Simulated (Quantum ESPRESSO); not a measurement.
Effort and miss along a sweep of conv_thr: Mg₁₆Al₁₂Sn (I-43m, 29 atoms in the cell)

Cell: a = 9.2184 Å, b = 9.2184 Å, c = 9.2184 Å, α = 70.53°, β = 109.47°, γ = 70.53°.

Level of theory: LDA (PZ), GBRV 1.5 ultrasoft (LDA) pseudopotentials (plane waves; Quantum ESPRESSO).

Base settings: ecutwfc = 40 Ry; ecutrho = 200 Ry; occupations = smearing; smearing = fd; degauss = 0.0036749 Ry; potentials = {Mg: mg_lda_v1.4.uspp.F.UPF, Al: al_lda_v1.uspp.F.UPF, Sn: sn_lda_v1.4.uspp.F.UPF}; K_POINTS = automatic 3 3 3 0 0 0; conv_thr = 1e-10 Ry.

Misses are taken against the tightest run, 7.3e-14 Ry, which need not be fully converged itself.

The count of work is k-points × plane waves × bands × iterations; it is no time, and leaves out set-up, grids and terms that scale otherwise. Core times come from one kind of shared machine and are given to one figure; runs under 30 s give none.

The starting cell comes from a database of computed structures (which also holds hypothetical and non-ambient phases and stackings), without a prior relaxation at this level. Its lattice was rescaled by a random factor within 2.5 % of one. In the base run, with a pressure of about -4 GPa the cell is away from its equilibrium volume at this level.

The runs (conv_thr): 0.0073 Ry | 0.00073 Ry | 7.3e-05 Ry | 7.3e-06 Ry | 7.3e-07 Ry | 7.3e-08 Ry | 7.3e-10 Ry | 1e-10 Ry | 7.3e-12 Ry | 7.3e-14 Ry.

Problem. Which is the coarsest setting among those run that, with all tighter ones, holds the pressure within 0.2 GPa of the reference, and what does it save?

Solution. 7.3e-06 Ry, off by 0.14 GPa; its saving against the reference is no more than about a factor of 2 in the count of work.

Problem. Which is the coarsest setting among those run that, with all tighter ones, holds the pressure within 0.1 GPa of the reference, and what does it save?

Solution. 7.3e-07 Ry, off by 0.040 GPa; its saving against the reference is no more than about a factor of 2 in the count of work.

| conv_thr | pressure less reference (GPa) | largest difference in the force on any atom (eV/Å) | count of work / reference | core time / reference (rough) |
|---|---|---|---|---|
| 0.0073 Ry | -0.38 | 0.849 | 0.33 | 0.5 |
| 0.00073 Ry | 0.29 | 0.071 | 0.47 | 0.5 |
| 7.3e-05 Ry | 0.29 | 0.071 | 0.47 | 0.4 |
| 7.3e-06 Ry | 0.14 | 0.020 | 0.53 | 0.4 |
| 7.3e-07 Ry | -0.04 | 0.004 | 0.60 | 0.5 |
| 7.3e-08 Ry | -0.01 | 0.002 | 0.67 | 0.5 |
| 7.3e-10 Ry | 0.00 | 0.000 | 0.80 | 0.6 |
| 1e-10 Ry | 0.00 | 0.000 | 0.80 | 0.8 |
| 7.3e-12 Ry | 0.00 | 0.000 | 0.87 | 0.7 |
| 7.3e-14 Ry | 0.00 | 0.000 | 1.0 | 1 |
